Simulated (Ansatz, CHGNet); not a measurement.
## C11b WSi2: properties by level of theory

Reference values: lattice constant a 3.214 Å (measured, temperature not stated, no zero-point or thermal correction; as tabulated in Pavlosiuk et al. (2022), arXiv:2202.05362); lattice parameter c 7.831 Å (measured, temperature not stated, no zero-point or thermal correction; as tabulated in Pavlosiuk et al. (2022), arXiv:2202.05362).

```
level (code)            lattice parameter a (Å)  lattice parameter c (Å)
----------------------  -----------------------  -----------------------
CHGNet-r²SCAN                             3.203                    7.842
PBE (Ansatz)                              3.229                    7.867
RPBE (Ansatz)                             3.243                    7.897
PBEsol-D3(BJ) (Ansatz)                    3.170                    7.753
HSE06 (Ansatz)                            3.205                    7.800
```

Differences from the reference values (errors of the level alone only where the reference is corrected to a static lattice):

```
level          lattice constant a (%)  lattice parameter c (%)
-------------  ----------------------  -----------------------
CHGNet-r²SCAN                   -0.34                    +0.14
PBE                             +0.47                    +0.46
RPBE                            +0.90                    +0.84
PBEsol-D3(BJ)                   -1.37                    -1.00
HSE06                           -0.28                    -0.40
```

Nearest: lattice constant a, not ranked (reference at room or unstated temperature); lattice parameter c, not ranked (reference at room or unstated temperature).

Machine-learned potentials (CHGNet-r²SCAN) are trained on DFT data: a solid inside that data is no test of them.

Caveats: exact exchange on metals is sensitive to the k mesh and can open a false gap (HSE06); the run warned that the count of filled bands differs between k points (HSE06). Ansatz's density-functional and Hartree–Fock values are scalar-relativistic unless marked +SOC, with PAW data made under PBE.

Differences are worked out from the printed values.

The computed numbers hold no vibrational or temperature effects.

Ansatz is a program for electronic structure.
